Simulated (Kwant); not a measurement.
Device: wire with a side stub in a In0.53Ga0.47As two-dimensional gas. Effective mass 0.041 mₑ, grid spacing 4.2 nm, hard walls, nominal width 70 nm (17 grid rows, so walls 75.6 nm apart), one parabolic valley, scattering region 300 nm long along x; energies count from the band bottom; Fermi energy swept from 0.00073372 to 0.0087129 eV. Closed stub on one side, 130 nm wide and 180 nm deep.

The device is made up for the run: typed textbook-type constants, with dimensions and the other settings drawn at random.

Computed with Kwant: effective-mass tight-binding model on a square grid, one spin, coherent transport at 0 K. Conductance is in e²/h.

Problem. How many channels do the leads carry at E = 4.82, 5.49, 7.30 meV?

Solution. The hard-wall thresholds are n² ħ²π²/(2mW²) = n² × 1.60 meV with W = 75.6 nm. √(4.82/1.60) = 1.73, so 1. √(5.49/1.60) = 1.85, so 1. √(7.30/1.60) = 2.13, so 2.
